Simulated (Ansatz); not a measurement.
**SrLi4P2, response to strain**

Consider SrLi₄P₂ (space group R-3m, No. 166; a = 4.251 Å, c = 23.246 Å (hexagonal axes); a cell from a computed database, its experimental status unchecked). Axes: x lies along a and z along c of the hexagonal cell.

Strains are applied to the cell and any free atomic positions relax; under biaxial strain the out-of-plane vector relaxes too; under stress the whole cell relaxes.

Level of theory: Ansatz (a quantum-chemistry and plane-wave program) PBEsol, spin-orbit coupling left out.

| change | band gap | volume per atom | smallest direct gap |
|---|---|---|---|
| base | 0.89 eV | 17.32 Å³ | 1.74 eV |
| biaxial strain −4.20 %, plane normal [001], relaxed out of plane | ___ | 16.07 Å³ | 1.27 eV |
| biaxial strain −1.72 %, plane normal [001], relaxed out of plane | ___ | 16.80 Å³ | 1.56 eV |
| biaxial strain +0.80 %, plane normal [001], relaxed out of plane | 0.94 eV | 17.56 Å³ | 1.81 eV |
| isotropic strain +1.00 % | 0.92 eV | 17.84 Å³ | 1.71 eV |
| uniaxial strain ε_xx = −4.88 % | 0.56 eV | 16.47 Å³ | 1.41 eV |
| uniaxial stress, 1 GPa compression along z | 0.92 eV | 17.18 Å³ | 1.84 eV |
| uniaxial stress, 3 GPa compression along x | 0.69 eV | 16.99 Å³ | 1.54 eV |

**Question.** Some entries are withheld; estimate them.

**Answer.** 
- biaxial strain −4.20 %, plane normal [001], relaxed out of plane, band gap: 0.59 eV
- biaxial strain −1.72 %, plane normal [001], relaxed out of plane, band gap: 0.78 eV

Beyond what the load breaks, stability against distortions was not tested.
